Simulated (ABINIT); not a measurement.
Band structure of AlN (F-43m, 2 atoms in the cell).

```xyz
2
Lattice="0.0000 2.1840 2.1840 2.1840 0.0000 2.1840 2.1840 2.1840 0.0000" Properties=species:S:1:pos:R:3 pbc="T T T"
Al     0.0000     0.0000     0.0000
N      3.2760     3.2760     3.2760
```

Method: LDA (PW92), norm-conserving pseudopotentials (PseudoDojo nc-sr-04 LDA standard) (plane waves; ABINIT).

Settings: pseudos = [Al.upf, N.upf]; ecut = 1143 eV; occopt = 1; ngkpt = 7 7 7; nshiftk = 1; shiftk = 0 0 0; potentials = PseudoDojo nc-sr-04 LDA standard; kptopt = 1; nstep = 80; tolvrs1 = 1e-10; diemac = 9; ndtset = 2; getden2 = 1.

The starting cell comes from a database of computed structures (which also holds hypothetical and non-ambient phases and stackings), without a prior relaxation at this level.

### Question
Predict the gap along the standard path and the places of the band edges.

### Answer
The gap along the path is 3.26 eV, from Γ to X; the smallest direct gap on it is 4.24 eV.

Levels in eV from the top of the valence band on the SCF mesh, bands 1 to 7:
```json
[
 {"point": "Γ", "1": "-14.81", "2": "0.00", "3": "0.00", "4": "0.00", "5": "4.24", "6": "12.36", "7": "12.36"},
 {"point": "X", "1": "-12.03", "2": "-4.95", "3": "-1.80", "4": "-1.80", "5": "3.26", "6": "8.44", "7": "13.72"},
 {"point": "W", "1": "-11.97", "2": "-3.83", "3": "-3.48", "4": "-2.73", "5": "5.98", "6": "11.28", "7": "11.84"},
 {"point": "K", "1": "-12.05", "2": "-4.30", "3": "-3.67", "4": "-1.39", "5": "5.09", "6": "9.95", "7": "12.86"},
 {"point": "L", "1": "-12.69", "2": "-5.91", "3": "-0.49", "4": "-0.49", "5": "7.28", "6": "9.77", "7": "11.01"},
 {"point": "U", "1": "-12.05", "2": "-4.30", "3": "-3.67", "4": "-1.39", "5": "5.09", "6": "9.95", "7": "12.86"}
]
```
